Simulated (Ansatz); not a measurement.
The parent structure is MgS in the rock salt structure (space group Fm-3m, No. 225; a = 5.155 Å).

Modification: a hydrostatic pressure of 10 GPa.

Levels (all Ansatz, an electronic-structure program, PAW): PBE-D3(BJ) (420 eV, no spin-orbit coupling); HSE06 (420 eV, no spin-orbit coupling).

The geometry is relaxed with PBE-D3(BJ).

| Property | Value |
|---|---|
| PBE-D3(BJ) band gap | 3.05 eV |

**Question.** Predict the band gap from HSE06.

**Answer.** The band gap goes up by 1.05 eV, from 3.05 eV to 4.10 eV.

Single points use the geometry relaxed with PBE-D3(BJ). HSE06 gaps are upper bounds (no full band path). Load acts through the strain it causes; cell and atoms are relaxed under it. Whether these cells are dynamically stable was not tested. No other phases were tried under pressure. The base started in Pnma and relaxed to Fm-3m at this level.
